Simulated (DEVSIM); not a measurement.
System: abrupt Si p-n junction, at 300 K.

```tsv
layer (left to right)	material	thickness (μm)	Nd (cm⁻³)	Na (cm⁻³)	τn (s)	τp (s)
1	Si	3.00	-	8.7e17	3.6e-5	3.6e-5
2	Si	5.00	2.3e16	-	3.6e-5	3.6e-5
```

Left contact: ohmic. Right contact: ohmic. Voltage is applied to the left contact. Recombination: SRH at mid-gap. Gap narrowing is on: ΔEg = 6.92 meV × (l + √(l² + 0.5)), l = ln(N/1.3e17 cm⁻³), shared equally by both band edges. Mobility is constant in doping.

Constants are typed, rounded textbook-type inputs, not results; the design itself was drawn at random and stands for no fabricated device. Values at 300 K.

```tsv
parameter	Si
gap (eV)	1.124
affinity (eV)	4.05
permittivity	11.7
Nc (cm⁻³)	2.86e19
Nv (cm⁻³)	3.1e19
μn (cm²/Vs)	1417
μp (cm²/Vs)	470
```

Simulated with DEVSIM: 1D drift-diffusion, Boltzmann statistics, complete ionisation; no tunnelling, impact ionisation, image-force lowering or self-heating.

Question: Tabulate band edges, carrier densities and field at -5.0 V on the left contact.

Answer: Energies count from the Fermi level of the right contact; mesh points crowd at the junctions.

```
x (μm)   Ec (eV)  Ev (eV)  n (cm⁻³)  p (cm⁻³)  field (V/cm)
-------  -------  -------  --------  --------  ------------
0.000      6.004    4.908       380    8.7e17           ≈ 0
0.02794    6.004    4.908       380    8.7e17           ≈ 0
0.08785    6.004    4.908       370    8.7e17           ≈ 0
0.2163     6.004    4.908       350    8.7e17           ≈ 0
0.6325     6.004    4.908       300    8.7e17           ≈ 0
1.384      6.004    4.908       210    8.7e17           ≈ 0
2.254      6.004    4.908     < 1e2    8.7e17           ≈ 0
2.742      6.004    4.908     < 1e2    8.7e17           ≈ 0
2.893      6.004    4.908     < 1e2    8.7e17           ≈ 0
2.963      6.004    4.907     < 1e2    8.7e17          -300
2.996      5.895    4.798     < 1e2    1.3e16       -150000
3.032      5.204    4.080     < 1e2     11000       -190000
3.098      4.046    2.923     < 1e2     < 1e2       -170000
3.239      2.069    0.946     < 1e2     < 1e2       -120000
3.729      0.184   -0.939    2.3e16       200           -18
4.599      0.184   -0.939    2.3e16      1200           ≈ 0
6.197      0.184   -0.939    2.3e16      3100           ≈ 0
7.177      0.184   -0.939    2.3e16      4300           ≈ 0
7.716      0.184   -0.939    2.3e16      4900           ≈ 0
7.881      0.184   -0.939    2.3e16      5100           ≈ 0
7.958      0.184   -0.939    2.3e16      5200           ≈ 0
8.000      0.184   -0.939    2.3e16      5200           ≈ 0
```
